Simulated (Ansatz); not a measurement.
Start from CdSe in the zinc blende structure (space group F-43m, No. 216; a = 6.082 Å). Axes: x, y, z lie along the cube axes.

Structures relaxed with PBEsol in Ansatz (plane waves to 420 eV, PAW, scalar-relativistic without spin-orbit coupling).

Base:

Simulated powder pattern, Cu Kα1, λ = 1.54056 Å (kinematic, ideal powder, no thermal factors, no anomalous dispersion; the 10 strongest lines at most, above 2 %, up to 2θ = 90°):

| 2θ (°) | I/Imax (%) | hkl |
|---|---|---|
| 25.34 | 100 | (111) |
| 29.35 | 3.2 | (200) |
| 41.98 | 74 | (220) |
| 49.68 | 46 | (311) |
| 60.88 | 12 | (400) |
| 67.02 | 18 | (331) |
| 76.70 | 24 | (422) |
| 82.31 | 14 | (511) |

Modification: strain tensor (xx, yy, zz, yz, xz, xy) = (−0.70, −0.89, +0.97, −0.92, −0.76, +0.67) %; the atoms relax in the strained cell.

**Question.** Where do the lines fall after the change?

**Answer.** 
Simulated powder pattern, Cu Kα1, λ = 1.54056 Å (kinematic, ideal powder, no thermal factors, no anomalous dispersion; the 10 strongest lines at most, above 2 %, up to 2θ = 90°):

```csv
2θ (°),I/Imax (%),hkl
25.00,97,(111)
25.49,99,(-1 1 1)
25.55,100,(1 1 -1)
25.57,100,(1 -1 1)
41.58,51,(022)
41.61,50,(220)
42.05,49,(202)
42.26,48,(2 -2 0)
42.38,48,(0 2 -2)
42.64,47,(2 0 -2)
```

The indices refer to the base's conventional cell; one index is shown for lines that coincide. The space group is now P1 (No. 1).

Stability against distortions was not tested.

Ansatz is a quantum-chemistry and plane-wave program.
